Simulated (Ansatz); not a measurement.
# Relaxation of cell and atoms of ZnCu₂SnS₄ (I-4, 8 atoms in the cell) at several settings

```
CELL_PARAMETERS angstrom
     -2.75654     2.75654     5.51402
      2.75654    -2.75654     5.51402
      2.75654     2.75654    -5.51402
ATOMIC_POSITIONS crystal
  Zn 0.75000 0.25000 0.50000
  Cu 0.00000 0.00000 0.00000
  Cu 0.25000 0.75000 0.50000
  Sn 0.50000 0.50000 0.00000
  S  0.36432 0.37124 0.47758
  S  0.62876 0.10634 0.99308
  S  0.89366 0.88674 0.52242
  S  0.11326 0.63568 0.00692
```

Base: Ansatz (a first-principles code) with revPBE, PAW files made with PBE. Its settings: basis.ecutwfc = 420 eV; kpoints.mp_grid.grid = 5 5 5; hamiltonian.xc = revpbe; hamiltonian.pseudopotentials = {kind: paw} (the program's default PAW files); scf.occupations.method = methfessel_paxton; scf.occupations.width = 0.272 eV. Starting volume 20.95 Å³ per atom.

Each line gives the change from the base single point and the result:

- hamiltonian.dispersion: default → d3bj; relax: default → cell and atoms [DFT, revPBE-D3BJ, plane waves, PAW files made with PBE]: pressure -0.03 GPa; largest force (vector length) 0.002 eV/Å; final cell a = 6.5691 Å, b = 6.5691 Å, c = 6.5691 Å, α = 131.78°, β = 131.78°, γ = 70.58°; final volume per atom 19.30 Å³; relaxation steps 5.
- relax: default → cell and atoms: pressure 0.03 GPa; largest force (vector length) 0.010 eV/Å; final cell a = b = c = 6.754 Å, α = β = 131.79°, γ = 70.56°; final volume per atom 20.98 Å³; relaxation steps 3; free energy against the base single point 0.0 meV/atom.

The starting cell comes from a database of computed structures (which also holds hypothetical and non-ambient phases and stackings), without a prior relaxation at this level. Its lattice was rescaled by a random factor within 2.5 % of one. Spin polarisation is off. Ansatz's pressure includes its estimate of the finite-basis (Pulay) stress. The run gives no clean gap (levels at the Fermi energy touch, overlap or are partly filled at this smearing), which alone does not show that the compound is a metal.

Left out of this page: 1 run of the series failed or unconverged.

Keys are those of Ansatz 0.2.
